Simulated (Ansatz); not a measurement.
Here is the system:

```yaml
crystal:
  lattice:
    - [3.40772, 0.00000, 0.00000]
    - [-1.70386, 2.95118, 0.00000]
    - [1.70386, -0.98373, 2.78240]
  atoms:
    - { symbol: B, position: [0.25000, 0.75000, 0.25000] }
    - { symbol: As, position: [0.00000, 0.00000, 0.00000] }
```

Space group of this cell: F-43m, zinc blende. The cell is taken as given; by r2SCAN its mean pressure is -3.0 GPa.

Transport runs along the normal of the first two printed cell vectors, the (111) plane of the conventional cell.

No gap correction and no spin-orbit coupling; mid-gap values are interpolated between computed energies.

Give the band gap and the smallest decay constant κ at mid-gap that r2SCAN (Ansatz, a quantum-chemistry and plane-wave program) yields.

Gap 1.41 eV on a 12×12×12 mesh; κ = 0.122 1/Å, at the zone centre.
